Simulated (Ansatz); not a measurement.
Base system: Zr3N4 (space group I-43d, No. 220; a = 6.7826 Å).

All numbers come from PBE/PAW in Ansatz (a quantum-chemistry and plane-wave program), no spin-orbit coupling.

For the base:

The band gap is 0.70 eV and the volume per atom is 11.14 Å³.

The change: cell and atoms relaxed at a pressure of 7.5 GPa.

Predict the new band gap and volume per atom.

The band gap goes up by 0.09 eV, from 0.70 eV to 0.79 eV; the volume per atom drops by 0.367 Å³ (11.14 Å³ → 10.78 Å³).

Load acts through the strain it causes; cell and atoms are relaxed under it. Stability against distortions was not tested. No other phases were tried under pressure.
